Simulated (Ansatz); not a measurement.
# BaTiO3: energy against strain

BaTiO3 (cubic perovskite, Pm-3m, 12.182 Å³/atom at rest) under an equal strain ε in the (111) plane with the normal axis free, as in a coherent film. LDA in Ansatz, a plane-wave DFT program (PAW, default set), 420 eV, 8×8×8 Γ-centred mesh, Fermi-Dirac smearing 0.05 eV; ions are relaxed within the symmetry of each cell.

Here s stands for strain and y for E less E0.

```
strain (%)  E less E0 (meV/atom)
----------  --------------------
-2.50                          ?
-1.00                       3.24
-0.50                       0.83
0.00                        0.00
0.50                        0.79
1.00                        3.14
```

**Question.** Using a parabola, estimate the missing y at s = -2.50 from the other rows, showing the fit.

**Answer.** Least squares gives y = 0.009 - 0.0480·s + 3.1829·s². Residuals (row less fit): 0.000, 0.001, -0.009, 0.009, -0.004; standard error 0.010 (degrees of freedom: 2). Twice the quadratic coefficient over the volume, 2 × 3.1829 meV × 10⁴ × 0.1602 / 12.182 Å³, is twice the biaxial elastic modulus of this plane = 837 ± 3 GPa. At the withheld row, y = 0.009 - 0.0480 × (-2.5) + 3.1829 × (-2.5)² = 20.022 meV/atom. The calculation gives 20.93 meV/atom, 0.908 meV/atom above the prediction (4.3 % of the range of y in the table). The row lies outside the fitted rows, so this is an extrapolation. From the scatter of the fitted rows alone, a prediction at this place has a standard error of 0.062 meV/atom, so the miss is 14.6 times that.

One order more, fitted to all 11 runs of the series, follows each within 0.02, so the miss is the next term of a smooth law. The primitive cell can neither tilt nor turn polar against its symmetry, as such crystals can under strain. BaTiO3 is here the ideal cubic form; the compound distorts at low or room temperature. Rows are the converged runs of the series near zero and its far end; series whose fitted rows scatter by over a few per cent of the range, as at a crossing or softening among them, aren't shown in this form. Most that stay on the fit to the last digits aren't either.
